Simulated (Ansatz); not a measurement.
Results of LDA in Ansatz (plane waves, PAW) for Re₂B (model structure, started from the Ni2In type, P6₃/mmc, No. 194, 6 atoms in the cell).

Run with plane-wave cutoff 520 eV, 18×18×12 k mesh (along the axes of the cell as run), Fermi–Dirac smearing 0.05 eV, no spin polarisation, scalar-relativistic PAW data made under PBE.

Cell (relaxed at this level):

```cif
data_B2Re4
_chemical_formula_sum 'B2 Re4'
_space_group_name_H-M_alt 'P63/mmc'
_space_group_IT_number 194
_space_group_name_Hall '-P 6c 2c'
_cell_length_a 4.11678
_cell_length_b 4.11678
_cell_length_c 4.83787
_cell_angle_alpha 90.000
_cell_angle_beta 90.000
_cell_angle_gamma 120.000
loop_
_atom_site_label
_atom_site_type_symbol
_atom_site_symmetry_multiplicity
_atom_site_Wyckoff_symbol
_atom_site_fract_x
_atom_site_fract_y
_atom_site_fract_z
_atom_site_occupancy
B1 B 2 c 0.33333 0.66667 0.25000 1
Re1 Re 2 a 0.00000 0.00000 0.00000 1
Re2 Re 2 d 0.66667 0.33333 0.25000 1
```

Q: What does this level give for the bulk modulus?

A: 
- bulk modulus: 360 GPa

Note: the run has no spin polarisation, so it can have missed a magnetic state; the bulk modulus is −V dP/dV from two relaxed cells at ±2 % in volume; the relaxation could raise the start's symmetry but not lower it, so the cell can be a saddle point.

Spin–orbit coupling is not included; it can open a gap where bands touch, and shift volumes and moduli.

Computed values are for the static lattice.

Computing time: very roughly 6 core-minutes.

A model structure was made by putting elements into a prototype or built by hand; it is no filed structure, need not be a known phase, and can be a saddle point held by its symmetry.

Ansatz is a program for electronic structure.
